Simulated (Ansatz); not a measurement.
# Convergence study of zone-centre phonons against the mesh for LaZn (Pm-3m, 2 atoms in the cell)

```yaml
crystal:
  lattice:
    - [3.76749, 0.00000, 0.00000]
    - [0.00000, 3.76749, 0.00000]
    - [0.00000, 0.00000, 3.76749]
  atoms:
    - { symbol: La, position: [0.00000, 0.00000, 0.00000] }
    - { symbol: Zn, position: [0.50000, 0.50000, 0.50000] }
```

Method of the run: LDA (PW92), default PAW files made with PBE (plane waves; Ansatz, a program for electronic structure).

Base settings: basis.ecutwfc = 30.9 Ry; kpoints.mp_grid.grid = 9 9 9; hamiltonian.xc = lda; hamiltonian.pseudopotentials = {kind: paw} (the program's default PAW files); scf.occupations.method = gaussian; scf.occupations.width = 0.0073 Ry.

In this ladder: phonons.method = dfpt.

Frequencies are those of the unrelaxed cell, without the LO-TO term of polar crystals.

Only quantities that move along the ladder and can be compared are tabulated.

Core times come from one kind of shared machine, to one figure; runs under 30 s give none.

The starting cell comes from a database of computed structures (which also holds hypothetical and non-ambient phases and stackings), without a prior relaxation at this level. Its lattice was rescaled by up to half a per cent. In the base run, with a pressure of about -5 GPa the cell is away from its equilibrium volume at this level.

```tsv
kpoints.mp_grid.grid	highest zone-centre frequency (cm⁻¹)	core time / last (rough)
3 3 3	96.5	–
4 4 4	101.9	–
5 5 5	104.1	–
6 6 6	107.6	–
7 7 7	102.5	–
8 8 8	100.0	–
10 10 10	99.6	0.2
13 13 13	99.8	0.3
16 16 16	99.6	0.5
20 20 20	99.5	1
```

Coarsest kpoints.mp_grid.grid that holds the highest zone-centre frequency within 5 cm⁻¹ of the last step, with all finer ones: 7 7 7; the step before is off by 8.0 cm⁻¹.

Keys are those of Ansatz 0.2.
